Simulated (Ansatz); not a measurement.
InSb (space group P3_121, No. 152; a hypothetical phase, not in the database extracts checked)

```cif
data_In3Sb3
_chemical_formula_sum 'In3 Sb3'
_space_group_name_H-M_alt 'P 1'
_space_group_IT_number 1
_cell_length_a 4.69931
_cell_length_b 4.69931
_cell_length_c 10.24031
_cell_angle_alpha 90.000
_cell_angle_beta 90.000
_cell_angle_gamma 120.000
loop_
_space_group_symop_operation_xyz
  'x, y, z'
loop_
_atom_site_label
_atom_site_type_symbol
_atom_site_fract_x
_atom_site_fract_y
_atom_site_fract_z
_atom_site_occupancy
In1 In 0.00000 0.49440 0.16667 1
In2 In 0.50560 0.50560 0.50000 1
In3 In 0.49440 0.00000 0.83333 1
Sb1 Sb 0.00000 0.49665 0.66667 1
Sb2 Sb 0.50335 0.50335 0.00000 1
Sb3 Sb 0.49665 0.00000 0.33333 1
```

Level of theory: Kohn–Sham DFT with the PBE functional, run in Ansatz (a quantum-chemistry and plane-wave program) with PAW and 420 eV plane waves, without spin-orbit coupling. Settings: 12×12×5 k-points, 0.05 eV Fermi–Dirac smearing.

The volume per atom is 32.64 Å³. The density is 6.02 g/cm³ and the band gap is zero. The total energy is -6041.178 eV/atom (σ→0; compares only within this code and set-up).

With Sb present, leaving out spin-orbit coupling can change the band edges. Whether these cells are dynamically stable was not tested. All final runs are without spin polarisation. The zero or small gap of InSb can change with the level of theory.
